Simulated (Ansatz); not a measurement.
## Short convergence ladders for Ca₃BiP (P4mm, 5 atoms in the cell)

```
Ca3BiP
1.0
    5.40122     0.00000     0.00000
    0.00000     5.40122     0.00000
    0.00000     0.00000     5.40122
Ca Bi P
3 1 1
Direct
  0.00926   0.50000   0.50000
  0.50000   0.00000   0.50000
  0.50000   0.50000   0.00000
  0.00000   0.00000   0.00000
  0.50000   0.50000   0.50000
```

Base method: PBEsol, default PAW files made with PBE (plane waves; Ansatz, an electronic-structure program).

Base settings: basis.ecutwfc = 420 eV; kpoints.mp_grid.grid = 5 5 5; hamiltonian.xc = pbesol; hamiltonian.pseudopotentials = {kind: paw} (the program's default PAW files); scf.occupations.method = fermi_dirac; scf.occupations.width = 0.1 eV.

**The width of Fermi-Dirac smearing**

In this ladder: kpoints.mp_grid.grid = 8 8 8.

Only quantities that move along the ladder and can be compared are tabulated.

```tsv
scf.occupations.width	free energy less the last step's (meV/atom)	pressure (GPa)	largest difference of a force vector from the last step's (eV/Å)
1 eV	-779.27	2.47	0.031
0.5 eV	-101.61	-0.26	0.011
0.3 eV	-15.03	-0.85	0.003
0.2 eV	-2.65	-0.98	0.002
0.1 eV	-0.19	-1.00	0.001
0.01 eV	0.00	-1.01	0.000
```

Widest scf.occupations.width that holds the pressure within 0.05 GPa of the last step, with all finer ones: 0.2 eV; the step before is off by 0.16 GPa.

Widest scf.occupations.width that holds the forces within 0.02 eV/Å of the last step, with all finer ones: 0.5 eV; the step before is off by 0.031 eV/Å.

Widest scf.occupations.width that holds the free energy within 2 meV/atom of the last step, with all finer ones: 0.1 eV; the step before is off by 2.6 meV/atom.

**The width of Methfessel-Paxton smearing**

In this ladder: kpoints.mp_grid.grid = 8 8 8; scf.occupations.method = methfessel_paxton.

Only quantities that move along the ladder and can be compared are tabulated.

| scf.occupations.width | free energy less the last step's (meV/atom) |
|---|---|
| 0.5 eV | 1.64 |
| 0.3 eV | 0.12 |
| 0.2 eV | -0.01 |
| 0.1 eV | 0.00 |
| 0.05 eV | 0.00 |
| 0.02 eV | 0.00 |
| 0.01 eV | 0.00 |

Widest scf.occupations.width that holds the free energy within 0.5 meV/atom of the last step, with all finer ones: 0.3 eV; the step before is off by 1.6 meV/atom.

On the base run: the starting cell comes from a database of computed structures (which also holds hypothetical and non-ambient phases and stackings), without a prior relaxation at this level. Its lattice was rescaled by up to half a per cent. One atom was moved a little off its site on purpose. Ansatz's pressure includes its estimate of the finite-basis (Pulay) stress. A gap is left out here, as mesh or smearing make it unsure.

Left out of this page: 1 run of the series unsound by tests on forces, stress, charge or solver warnings.

Keys are those of Ansatz 0.2.
